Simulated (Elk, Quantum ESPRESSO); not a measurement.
# Equation of state of zinc-blende SiC (space group 216): energy against volume (Elk, PBE)

```yaml
crystal:
  lattice:
    - [0.00000, 2.14124, 2.14124]
    - [2.14124, 0.00000, 2.14124]
    - [2.14124, 2.14124, 0.00000]
  atoms:
    - { symbol: Si, position: [0.00000, 0.00000, 0.00000] }
    - { symbol: C, position: [0.75000, 0.75000, 0.75000] }
```

Computed with PBE, all-electron FP-LAPW, Elk's shipped species files, default APW+lo basis in Elk. Settings: xctype = 20; rgkmax = 7.98; swidth = 0.000367493 Ha; ngridk = 13 13 13; rmtscf = 0.82; maxscl = 100; sphere radii = {Si: 1.804, C: 1.476} bohr. The cell above is the first row's. The rows scale it uniformly. In all rows fractional positions and the k mesh are held. E is the free energy at the stated smearing, counted from the lowest row.

| V (Å^3/atom) | E (meV/atom) |
|---|---|
| 9.817 | 38.99 |
| 10.031 | 18.78 |
| 10.244 | 6.05 |
| 10.458 | 0.00 |
| 10.671 | 0.02 |
| 10.884 | 5.49 |
| 11.098 | 15.93 |
| 11.311 | 30.85 |
| 11.525 | ? |

Taking the third-order Birch-Murnaghan form, a cubic in V^(-2/3) for E over the 8 complete rows: With u = V^(-2/3) - 0.208, the rows have u = 0.010113, 0.006999, 0.004009, 0.001107, -0.001685, -0.004386, -0.007012, -0.009543. Least squares gives E = -0.681 + 208.15·u + 367651·u² - 33065·u³. Residuals (row less fit): -0.001, 0.006, -0.010, 0.000, 0.008, 0.009, -0.018, 0.007; standard error 0.013 (degrees of freedom: 4). Its minimum lies at u = -0.000283, so V0 = (0.207717)^(-3/2) = 10.56. There d²E/du² = 735400 and d³E/du³ = -198400, so B0 = (4/9) × 10.56^(-7/3) × 735400 × 0.160218 = 214 GPa (the last factor turns the table's units into GPa), and B0' = 4 + (2/3) × 0.207717 × (-198400)/735400 = 4.0.

Estimate the missing E (V = 11.525); what did the run itself give?

u = -0.012008, so E = -0.681 + 208.15 × (-0.012008) + 367651 × (-0.012008)² - 33065 × (-0.012008)³ = 49.889 meV/atom. The calculation gives 49.76 meV/atom, 0.129 meV/atom below the prediction (0.3 % of the range of E in the table). The row lies outside the fitted rows, so this is an extrapolation. From the scatter of the fitted rows alone, a prediction at this place has a standard error of 0.030 meV/atom, so the miss is 4.2 times that.

Carrying the step between the two nearest rows on in a straight line would have given 45.84, off by 3.92; series whose last step already gives the withheld value aren't shown. The scan was laid around a cell of about the measured size, scaled by a guess for this functional. This is the 3C polytype. The runs keep the symmetry of the cell, so they don't test it for distortions. A plane-wave scan with the same functional (Quantum ESPRESSO, GBRV) gives V0 = 10.49 Å^3/atom and B0 = 212 GPa; a Birch-Murnaghan fit to all rows here lies 0.7 % from it in V0 and 1 % in B0; the two differ in basis, and may differ in potentials and mesh. Values depend on the basis (sphere radii, cutoffs, local orbitals), which need not be converged. Sphere radii are the same in all rows. Cutoffs and mesh are single choices, not tested for convergence of this quantity. Series with a scatter that would blur these digits, or in which a gap closes, are not shown. Nor are scans whose minimum lies at an end fitted in this form.

Terms beyond the fitted order, or numerical noise in single rows, can give a miss of this size; the table doesn't tell which.
